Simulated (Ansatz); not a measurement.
The parent structure is BeS in the zinc blende structure (space group F-43m, No. 216).

```
CELL_PARAMETERS angstrom
      0.00000     2.43431     2.43431
      2.43431     0.00000     2.43431
      2.43431     2.43431     0.00000
ATOMIC_POSITIONS crystal
  Be 0.00000 0.00000 0.00000
  S  0.25000 0.25000 0.25000
```

Cartesian axes are those of the cell as printed.

Computed with r2SCAN/PAW in Ansatz (an electronic-structure program), no SOC.

For the base:

The band gap is 3.59 eV and the pressure is 0.00 GPa.

Now apply this change: uniaxial strain ε_zz = −3.00 %, all other strain components held at zero, atoms relaxed at fixed cell.

Predict the new band gap and pressure.

The band gap decreases by 0.34 eV (3.59 eV → 3.25 eV); the pressure (mean of the normal stresses, compression positive) goes from zero to 3.13 GPa.

Stability against distortions was not tested.
